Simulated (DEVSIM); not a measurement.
# abrupt CdTe n-p junction

Device: abrupt CdTe n-p junction, at 300 K.

```
layer (left to right)  material  thickness (μm)  Nd (cm⁻³)  Na (cm⁻³)   τn (s)  τp (s)
---------------------  --------  --------------  ---------  ---------  -------  ------
1                          CdTe            2.40     1.3e16          -   2.9e-9  2.9e-9
2                          CdTe            26.0          -     2.2e14  8.7e-10  2.9e-9
```

Left contact: ohmic. Right contact: ohmic. Voltage is applied to the left contact. Recombination: SRH at mid-gap, radiative. Mobility is constant in doping.

The device is made up for the run: typed textbook-type constants, with dimensions and the other settings drawn at random. Values at 300 K.

| parameter | CdTe |
|---|---|
| gap (eV) | 1.5 |
| affinity (eV) | 4.28 |
| permittivity | 10.2 |
| Nc (cm⁻³) | 8e17 |
| Nv (cm⁻³) | 1.8e19 |
| μn (cm²/Vs) | 1000 |
| μp (cm²/Vs) | 80 |
| B (cm³/s) | 1e-10 |

Simulated with DEVSIM: 1D drift-diffusion, Boltzmann statistics, complete ionisation; no tunnelling, impact ionisation, image-force lowering or self-heating.

```
Quantity                                            Value
---------------------------------------------  ----------
Potential step across the device at zero bias     1.101 V
Largest field in the device at zero bias       10000 V/cm
Dark forward voltage at 1 A/cm²                   1.745 V
```

Dark reverse current:

```csv
V (V),J (A/cm²)
0.10,9.2e-10
0.25,1.8e-9
0.50,3.0e-9
0.75,4.1e-9
1.00,5.1e-9
1.50,6.8e-9
2.00,8.3e-9
2.50,9.7e-9
3.25,1.2e-8
4.00,1.3e-8
5.00,1.5e-8
```

Dark forward current:

(V (V), J (A/cm²)): (-0.05, -1.2e-9); (-0.10, -4.2e-9); (-0.20, -3.5e-8); (-0.25, -9.6e-8); (-0.35, -7.3e-7); (-0.40, -2.0e-6); (-0.45, -5.6e-6); (-0.55, -4.4e-5); (-0.60, -0.00013); (-0.70, -0.0011); (-0.75, -0.0034); (-0.80, -0.010); (-0.90, -0.055); (-0.95, -0.093); (-1.05, -0.18); (-1.10, -0.24); (-1.20, -0.34); (-1.25, -0.40); (-1.30, -0.45); (-1.40, -0.57); (-1.45, -0.63); (-1.55, -0.75); (-1.60, -0.82); (-1.65, -0.88); (-1.75, -1.0); (-1.80, -1.1); (-1.90, -1.2); (-1.95, -1.3)
